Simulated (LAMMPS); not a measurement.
LAMMPS 22 Jul 2025, classical MD, EAM (W_zhou.eam.alloy): W, 62079 atoms.

```yaml
task: MD, nve
potential: EAM, W_zhou.eam.alloy
copies_of_the_repeat_unit: 40×40×40
shape (slab and sphere leave vacuum in the box): sphere
temperature: 800 K
steps: 500
timestep: 2 fs
neighbor_skin: 2 Å
neigh_modify: every 1 delay 0 check yes
thermo: 100
newton: on (default)
atom_modify sort (bins of 2 Å where set): 1000 (default)
comm_style: brick (default)
box: 253.2 × 253.2 × 253.2 Å, the particle off centre in vacuum
start: generated bcc lattice, warmed in an untimed run
compared_values: energy and forces of the first step, drift over the run
```

Hardware: Arm Neoverse V2, 96 cores on 1 socket, no SMT, 1 L3 cache group.

Wall times, medians of two to five repeats, each run alone on the node (launch to exit). Unless noted, each process is bound to its own block of adjacent cores. Build: PyPI wheel: MPICH, OPENMP and OPT packages. Other compilers and libraries give other times. Scratch files lie in a memory file system. A preparatory run goes ahead and isn't timed.

Started as
```bash
# ahead of the timed run: OMP_NUM_THREADS=1 mpirun -np 48 lmp -in in.warm -log none -nocite
OMP_NUM_THREADS=1 mpirun -np 64 lmp -in in.lmp -log log.lammps -nocite
```
(64 ranks, comm = brick (default), balance = none (default)) it takes 10 s and 0 neighbour list builds.

Problem. Predict the time once the run is changed to comm = tiled, balance = fix b all balance 200 1.1 rcb.

Solution. About 1.7 s (2 runs within 1 %): 6.0× as fast. The largest move is in other (Other): 6.3 s to 0.0094 s. The slowest rank's pair time is 3.56 times the mean in the first run and 1.05 times in the second; the others wait. Neighbour list builds go from 0 to 2. Change in the result: energy equal as printed, forces on 48 atoms equal as printed, drift of the total energy equal as printed.
